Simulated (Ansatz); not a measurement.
**Converging the plane-wave cutoff: CaSi₂Rh₂ (I4mm, 5 atoms in the cell)**

```
CELL_PARAMETERS angstrom
     -2.05101     2.05101     5.01954
      2.05101    -2.05101     5.01954
      2.05101     2.05101    -5.01954
ATOMIC_POSITIONS crystal
  Ca 0.00498 0.00498 0.00000
  Si 0.62739 0.62739 0.00000
  Si 0.37261 0.37261 0.00000
  Rh 0.75000 0.25000 0.50000
  Rh 0.25000 0.75000 0.50000
```

Computed with LDA (PW92), default PAW files made with PBE (plane waves; Ansatz, a first-principles code).

Base settings: basis.ecutwfc = 420 eV; kpoints.mp_grid.grid = 8 8 8; hamiltonian.xc = lda; hamiltonian.pseudopotentials = {kind: paw} (the program's default PAW files); scf.occupations.method = gaussian; scf.occupations.width = 0.1 eV.

The second cell is the first with its lattice scaled by 0.98.

The mesh stays at the base's, so the ladder's end is converged at best in this setting alone.

The first pressure column holds Ansatz's estimate of the finite-basis (Pulay) stress, which hides part of the cutoff error; the other is without it.

Only quantities that move along the ladder and can be compared are tabulated.

The count of work is k-points × plane waves × bands × iterations; it is no time. 

The starting cell comes from a database of computed structures (which also holds hypothetical and non-ambient phases and stackings), without a prior relaxation at this level. Its lattice was rescaled by up to half a per cent. One atom was moved a little off its site on purpose. Spin polarisation is off. In the base run, with a pressure of about -8 GPa the cell is away from its equilibrium volume at this level.

Steps (basis.ecutwfc): 145 eV; 170 eV; 190 eV; 210 eV; 230 eV; 250 eV; 295 eV; 335 eV; 380 eV; 420 eV; 460 eV; 505 eV; 565 eV; 630 eV; 735 eV; 840 eV; 1010 eV.

What is the coarsest basis.ecutwfc that holds the pressure within 0.1 GPa of the last step, with all finer ones?

335 eV, at 0.20 of the last step's count of work; the step before is off by 0.19 GPa.

What is the coarsest basis.ecutwfc that holds the free energy within 0.5 meV/atom of the last step, with all finer ones?

505 eV, at 0.36 of the last step's count of work; the step before is off by 0.67 meV/atom.

What is the coarsest basis.ecutwfc that holds the energy of the compressed cell less the first within 0.2 meV/atom of the last step, with all finer ones?

420 eV, at 0.28 of the last step's count of work; the step before is off by 0.22 meV/atom.

```tsv
basis.ecutwfc	free energy less the last step's (meV/atom)	energy of the compressed cell less the first (meV/atom)	pressure (GPa)	pressure without the Pulay estimate (GPa)	largest difference of a force vector from the last step's (eV/Å)	count of work / last
145 eV	27707.06	-14.24	-18.35	-792.23	0.645	0.070
170 eV	12660.87	-50.69	-10.68	-452.71	0.419	0.084
190 eV	6528.97	-40.90	-6.66	-274.52	0.326	0.10
210 eV	3237.14	3.91	-5.68	-159.58	0.128	0.11
230 eV	1557.92	-20.73	-8.03	-91.21	0.098	0.12
250 eV	737.46	-24.45	-7.83	-52.50	0.041	0.13
295 eV	121.35	-23.82	-7.80	-17.41	0.009	0.16
335 eV	20.48	-23.33	-7.90	-9.85	0.008	0.20
380 eV	3.06	-23.72	-7.95	-8.21	0.004	0.23
420 eV	1.13	-23.86	-7.97	-8.02	0.001	0.28
460 eV	0.67	-23.90	-7.98	-8.00	0.000	0.31
505 eV	0.44	-23.92	-7.98	-7.99	0.000	0.36
565 eV	0.30	-23.92	-7.98	-7.99	0.000	0.42
630 eV	0.16	-23.93	-7.98	-7.99	0.000	0.50
735 eV	0.06	-23.93	-7.99	-7.99	0.000	0.62
840 eV	0.03	-23.93	-7.99	-7.99	0.000	0.78
1010 eV	0.00	-23.93	-7.99	-7.99	0.000	1.0
```

The energy difference between the two cells stays within 1 meV/atom of the last step's from 250 eV on, the total only from 460 eV on: much of the error is common to both cells and cancels.

At the lowest cutoff the pressure without the Pulay estimate lies 784 GPa under the last step's, the usual sign of Pulay stress in an incomplete plane-wave basis.

Keys are those of Ansatz 0.2.
